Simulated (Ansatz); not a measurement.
# Y in the hcp (Mg type) structure (space group P6_3/mmc, No. 194)

```
CELL_PARAMETERS angstrom
      3.68262     0.00000     0.00000
     -1.84131     3.18925     0.00000
      0.00000     0.00000     5.69845
ATOMIC_POSITIONS crystal
  Y  0.33333 0.66667 0.75000
  Y  0.66667 0.33333 0.25000
```

The values are results of plane-wave PAW DFT at the r2SCAN level (Ansatz, an electronic-structure program, 500 eV), spin-orbit coupling left out, earlier PAW set, not measurements. Settings: 15×15×8 k-points, 0.05 eV Fermi–Dirac smearing.

Volume per atom: 33.46 Å³
Density: 4.41 g/cm³
Band gap: zero
Total energy: -3859.727 eV/atom (σ→0; compares only within this code and set-up)

No phonon test of stability was made. The final runs are not spin-polarised.
